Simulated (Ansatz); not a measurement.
The reference is CdS in the wurtzite structure (space group P6_3mc, No. 186; a = 4.1962 Å, c = 6.8295 Å). Axes: x lies along a and z along c of the hexagonal cell.

Level of theory: DFT with PBE, PAW potentials and a 420 eV plane-wave cutoff in Ansatz (an electronic-structure program), scalar-relativistic without spin-orbit coupling.

Perturbation: the cell is compressed by 0.73 % along z with no lateral relaxation, atoms relaxed at fixed cell.

Problem. Predict the stress tensor and what it implies for the stiffness.

Solution. Stress of the strained cell less that of the base (GPa, compression positive):
```
   0.28    0.00    0.00
   0.00    0.28    0.00
   0.00    0.00    0.62
```

Then −Δσ_ii/ε with ε = -0.0073 gives relaxed-ion elastic constants: C33 ≈ 85 GPa, C13 ≈ 39 GPa and C23 ≈ 39 GPa.

No phonon test of stability was made.
